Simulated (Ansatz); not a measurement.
Data:

End structure of the (21-32) surface of hcp Os in its 1x1 cell, outermost plane spacing 0.28 Å in the ideal cut:

```yaml
crystal:
  lattice:
    - [5.14565, 0.00000, 0.00000]
    - [2.19722, 6.66388, 0.00000]
    - [0.00000, 0.00000, 26.50000]
  atoms:
    - { symbol: Os, position: [0.07945, 0.73449, 0.31402] }
    - { symbol: Os, position: [0.30428, 0.02865, 0.32124] }
    - { symbol: Os, position: [0.77500, 0.10514, 0.33960] }
    - { symbol: Os, position: [0.00627, 0.39184, 0.34936] }
    - { symbol: Os, position: [0.47009, 0.49059, 0.36731] }
    - { symbol: Os, position: [0.70037, 0.78187, 0.37923] }
    - { symbol: Os, position: [0.16636, 0.86857, 0.40025] }
    - { symbol: Os, position: [0.39465, 0.16380, 0.41059] }
    - { symbol: Os, position: [0.86034, 0.24395, 0.43264] }
    - { symbol: Os, position: [0.09343, 0.53578, 0.44185] }
    - { symbol: Os, position: [0.55691, 0.62168, 0.46319] }
    - { symbol: Os, position: [0.78906, 0.91364, 0.47379] }
    - { symbol: Os, position: [0.25090, 0.00109, 0.49506] }
    - { symbol: Os, position: [0.48320, 0.29255, 0.50494] }
    - { symbol: Os, position: [0.94504, 0.38000, 0.52621] }
    - { symbol: Os, position: [0.17720, 0.67196, 0.53681] }
    - { symbol: Os, position: [0.64068, 0.75786, 0.55815] }
    - { symbol: Os, position: [0.87376, 0.04969, 0.56736] }
    - { symbol: Os, position: [0.33946, 0.12985, 0.58941] }
    - { symbol: Os, position: [0.56774, 0.42507, 0.59975] }
    - { symbol: Os, position: [0.03374, 0.51177, 0.62077] }
    - { symbol: Os, position: [0.26402, 0.80305, 0.63269] }
    - { symbol: Os, position: [0.72783, 0.90180, 0.65064] }
    - { symbol: Os, position: [0.95911, 0.18850, 0.66040] }
    - { symbol: Os, position: [0.42983, 0.26500, 0.67876] }
    - { symbol: Os, position: [0.65466, 0.55915, 0.68598] }
```

Model: 26-atom slab, 10.3 Å thick at the start (thin: gaps and levels are the slab's own), 8x6x1 mesh, Fermi-Dirac 0.1 eV, dipole correction, single point; on the structure that PBE left under its start's symmetry; no spin, no spin-orbit, no U.

**Question.** Predict the surface energy (mean of both faces) from Ansatz (an electronic-structure program) with r2SCAN, at the PBE geometry.

**Answer.** 4.17 J/m²

**Question.** Estimate the work function of the top face that r2SCAN, at the PBE geometry returns for this input.

**Answer.** 4.88 eV
